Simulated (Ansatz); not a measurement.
Given:

```yaml
crystal:
  lattice:
    - [3.04873, 0.00000, 0.00000]
    - [-1.52436, 2.64028, 0.00000]
    - [0.00000, 0.00000, 14.95883]
  atoms:
    - { symbol: Si, position: [0.00000, 0.00000, 0.99981] }
    - { symbol: Si, position: [0.00000, 0.00000, 0.49981] }
    - { symbol: Si, position: [0.66667, 0.33333, 0.83310] }
    - { symbol: Si, position: [0.33333, 0.66667, 0.33310] }
    - { symbol: Si, position: [0.66667, 0.33333, 0.16661] }
    - { symbol: Si, position: [0.33333, 0.66667, 0.66661] }
    - { symbol: C, position: [0.00000, 0.00000, 0.87447] }
    - { symbol: C, position: [0.00000, 0.00000, 0.37447] }
    - { symbol: C, position: [0.66667, 0.33333, 0.70811] }
    - { symbol: C, position: [0.33333, 0.66667, 0.20811] }
    - { symbol: C, position: [0.66667, 0.33333, 0.04161] }
    - { symbol: C, position: [0.33333, 0.66667, 0.54161] }
```

No spin polarisation.

Level of theory: PBEsol (Ansatz, a first-principles code; PAW; 420 eV plane waves; no SOC). k-mesh 10×10×2 (Γ-centred); smearing 0.05 eV (Fermi–Dirac).

Problem. Predict the pressure and space group.

Solution. The pressure (mean of the normal stresses, compression positive) is 6.94 GPa and the space group comes out as P6_3mc (No. 186).

The cells carry an imposed strain or load. Whether these cells are dynamically stable was not tested. The cell was made from SiC (space group P6_3mc, No. 186) by this change: isotropic strain −0.98 %.
